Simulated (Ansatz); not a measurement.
Take BN in the zinc blende structure (space group F-43m, No. 216; a = 3.6051 Å) as the base. Axes: x, y, z lie along the cube axes.

It is then changed as follows: uniaxial stress, 2 GPa tension along x; all other stress components relax to zero.

Levels (all Ansatz, a quantum-chemistry and plane-wave program, PAW, earlier PAW set): PBEsol (420 eV, no spin-orbit coupling); PBEsol+SOC (420 eV, with spin-orbit coupling).

The geometry is relaxed with PBEsol.

PBEsol lowest conduction level above the VBM at special points: X 4.26 eV; M 4.32 eV; S 6.82 eV; S₀ 6.82 eV
PBEsol smallest direct gap: 8.78 eV
PBEsol valence-band top at Γ: 0.00, 0.00, -0.03 eV

What does PBEsol+SOC give at this geometry for the lowest conduction level above the VBM at special points, smallest direct gap and valence-band top at Γ?

The lowest conduction level above the VBM at special points changes from X 4.26 eV; M 4.32 eV; S 6.82 eV; S₀ 6.82 eV to X 4.25 eV; M 4.31 eV; S 6.82 eV; S₀ 6.82 eV; the smallest direct gap falls by 0.01 eV (8.78 eV → 8.77 eV); the valence-band top at Γ (three highest Kramers pairs, from the VBM) changes from 0.00, 0.00, -0.03 eV to 0.00, -0.01, -0.04 eV.

Single points use the geometry relaxed with PBEsol. The spin-orbit shifts are approximate. Load acts through the strain it causes; cell and atoms are relaxed under it. Beyond what the load breaks, stability against distortions was not tested. k-point labels follow each cell's own Brillouin zone.
